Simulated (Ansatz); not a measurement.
Band structure of PbS (Fm-3m, 2 atoms in the cell).

```yaml
crystal:
  lattice:
    - [0.00000, 2.97386, 2.97386]
    - [2.97386, 0.00000, 2.97386]
    - [2.97386, 2.97386, 0.00000]
  atoms:
    - { symbol: Pb, position: [0.00000, 0.00000, 0.00000] }
    - { symbol: S, position: [0.50000, 0.50000, 0.50000] }
```

Method of the run: PBE (plane waves, PAW; Ansatz, a first-principles code).

Settings: kpoints.mp_grid.grid = 8 8 8; hamiltonian.xc = pbe; hamiltonian.pseudopotentials = {kind: paw} (the program's default PAW files); scf.occupations.method = gaussian; scf.occupations.width = 0.0015 Ry; kpoints.band_path.npoints = 6.

The starting cell has typed, rounded lattice constants, without a prior relaxation at this level. Its lattice was rescaled by a random factor within 2.5 % of one. Spin-orbit coupling is off.

Task: Predict the gap along the standard path and the places of the band edges.

Result: The gap along the path is 0.39 eV, direct at L to within 0.01 eV.

Levels in eV from the top of the valence band on the path, bands 7 to 13:
| point | 7 | 8 | 9 | 10 | 11 | 12 | 13 |
|---|---|---|---|---|---|---|---|
| Γ | -6.04 | -2.13 | -2.13 | -2.13 | 5.19 | 5.19 | 5.19 |
| X | -7.17 | -5.13 | -3.39 | -3.39 | 3.89 | 5.55 | 5.66 |
| W | -7.90 | -4.36 | -4.36 | -1.01 | 2.20 | 4.66 | 4.66 |
| K | -7.94 | -4.71 | -2.89 | -2.45 | 3.33 | 4.12 | 5.04 |
| L | -8.79 | -1.75 | -1.75 | 0.00 | 0.39 | 1.98 | 1.98 |
| U | -7.94 | -4.71 | -2.89 | -2.45 | 3.33 | 4.12 | 5.04 |

Keys are those of Ansatz 0.2.
